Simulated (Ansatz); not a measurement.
A 54-atom cell of In(As,Sb) started in the zinc blende structure, site fractions As 0.074, Sb 0.926, short-range order -0.08 among the nearest mixed sites of the first mixed sublattice (0 is random, a negative value favours unlike neighbours), space group Cm at the end. The mixed sublattice has 27 sites.

The mixing enthalpy is taken against the end members in the zinc blende type, relaxed in the same cell and mesh.

All values below come from PBE (plane waves to 420 eV, PAW; Ansatz, a first-principles code). Scalar-relativistic, without spin–orbit coupling; with elements this heavy it can move edges by tenths of an eV. Its k-point mesh 2×2×2 shifted by 0.5, 0.5, 0.5, Fermi–Dirac width 0.01 eV.

```csv
cell,energy at zero smearing (eV)
InAs,-282270.668
InSb,-326229.870
In27As2Sb25,-322973.401
```

Question: Work out the mixing enthalpy per mixed site and the interaction parameter Ω of a regular solution.

Answer: With x = 25/27 of the second end member, ΔH = [-322973.401 − 2/27 × (-282270.668) − 25/27 × (-326229.870)] / 27 = 8.6 meV against the separate end members. Ω = ΔH / x(1 − x) = 125 meV, which puts the top of the miscibility gap of this model at Ω / 2k = 730 K.
